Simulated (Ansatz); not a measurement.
GaN (model structure, P6₂22, No. 180, 6 atoms in the cell): properties by level of theory

```json
[
 {"level (code)": "PBE (Ansatz)", "lattice parameter a (Å)": "?", "lattice parameter c (Å)": "7.439", "cohesive energy (eV/atom)": "?"},
 {"level (code)": "PBE-D3(BJ) (Ansatz)", "lattice parameter a (Å)": "3.137", "lattice parameter c (Å)": "7.396", "cohesive energy (eV/atom)": "?"},
 {"level (code)": "r²SCAN (Ansatz)", "lattice parameter a (Å)": "?", "lattice parameter c (Å)": "7.372", "cohesive energy (eV/atom)": "?"},
 {"level (code)": "r²SCAN+rVV10 (Ansatz)", "lattice parameter a (Å)": "?", "lattice parameter c (Å)": "7.360", "cohesive energy (eV/atom)": "4.25"}
]
```

Question: What belongs in the gaps?

Answer: 
- PBE (Ansatz, a first-principles code), lattice parameter a (Å): 3.164
- PBE (Ansatz), cohesive energy (eV/atom): 4.02
- PBE-D3(BJ) (Ansatz), cohesive energy (eV/atom): 4.30
- r²SCAN (Ansatz), lattice parameter a (Å): 3.125
- r²SCAN (Ansatz), cohesive energy (eV/atom): 4.07
- r²SCAN+rVV10 (Ansatz), lattice parameter a (Å): 3.117

Ansatz's density-functional and Hartree–Fock values are scalar-relativistic unless marked +SOC, with PAW data made under PBE.

Free atoms are spin-polarised, in the lowest state found; at levels without +SOC their spin–orbit coupling is left out.

A model structure was made by putting elements into a prototype or built by hand; it is no filed structure, need not be a known phase, and can be a saddle point held by its symmetry.
